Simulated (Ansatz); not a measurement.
# TiAl under a change: uniaxial strain ε_zz = −1.50 %

The reference is TiAl (space group P4/mmm, No. 123; a = 2.796 Å, c = 4.038 Å; relaxed with 0.1 eV smearing). Axes: x, y, z lie along a, b, c of the conventional cell.

The change: the cell is compressed by 1.50 % along z with no lateral relaxation, atoms relaxed at fixed cell.

Level of theory: PBEsol (Ansatz, a first-principles code, PAW, no spin-orbit coupling). Γ-centred 21×21×14 mesh, Fermi–Dirac width 0.1 eV.

```tsv
quantity	base	changed	shift
volume per atom	15.79 Å³	15.55 Å³	-0.24 Å³
shortest interatomic distance	2.796 Å	2.796 Å	0.000 Å
energy relative to the base (free energy F)	0 meV/atom	+2.0 meV/atom	+2.0 meV/atom
pressure (mean of the normal stresses, compression positive)	0.0 GPa	1.9 GPa	+1.9 GPa
band gap	zero	zero	–
stress (xx, yy, zz, yz, xz, xy; compression positive)	–	(1.5, 1.5, 2.7, 0.0, 0.0, 0.0) GPa	–
```

Whether these cells are dynamically stable was not tested. The final runs are not spin-polarised.
